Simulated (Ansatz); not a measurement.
# Converging zone-centre phonons against the mesh: ZrAu (P4/mmm, 2 atoms in the cell)

```
ZrAu
1.0
    3.15616     0.00000     0.00000
    0.00000     3.15616     0.00000
    0.00000     0.00000     3.90579
Zr Au
1 1
Cartesian
  0.00000   0.00000   0.00000
  1.57808   1.57808   1.95289
```

Method: LDA (PW92), default PAW files made with PBE (plane waves; Ansatz, a first-principles code).

Base settings: basis.ecutwfc = 30.9 Ry; kpoints.mp_grid.grid = 10 10 9; hamiltonian.xc = lda; hamiltonian.pseudopotentials = {kind: paw} (the program's default PAW files); scf.occupations.method = gaussian; scf.occupations.width = 0.0073 Ry.

In this ladder: phonons.method = dfpt.

Frequencies are those of the unrelaxed cell, without the LO-TO term of polar crystals.

Only quantities that move along the ladder and can be compared are tabulated.

The starting cell comes from a database of computed structures (which also holds hypothetical and non-ambient phases and stackings), without a prior relaxation at this level. Its lattice was rescaled by up to half a per cent. In the base run, with a pressure of about -6 GPa the cell is away from its equilibrium volume at this level.

Steps (kpoints.mp_grid.grid): 3 3 3; 4 4 3; 4 4 4; 5 5 4; 7 7 5; 8 8 7; 10 10 8; 12 12 10; 15 15 12; 19 19 15; 24 24 19.

Problem. What is the coarsest kpoints.mp_grid.grid that holds the highest zone-centre frequency within 5 cm⁻¹ of the last step, with all finer ones?

Solution. 12 12 10; the step before is off by 6.9 cm⁻¹.

| kpoints.mp_grid.grid | highest zone-centre frequency (cm⁻¹) |
|---|---|
| 3 3 3 | 161.2 |
| 4 4 3 | 156.3 |
| 4 4 4 | 140.6 |
| 5 5 4 | 136.3 |
| 7 7 5 | 122.4 |
| 8 8 7 | 119.4 |
| 10 10 8 | 140.4 |
| 12 12 10 | 135.1 |
| 15 15 12 | 133.3 |
| 19 19 15 | 134.8 |
| 24 24 19 | 133.6 |

Keys are those of Ansatz 0.2.
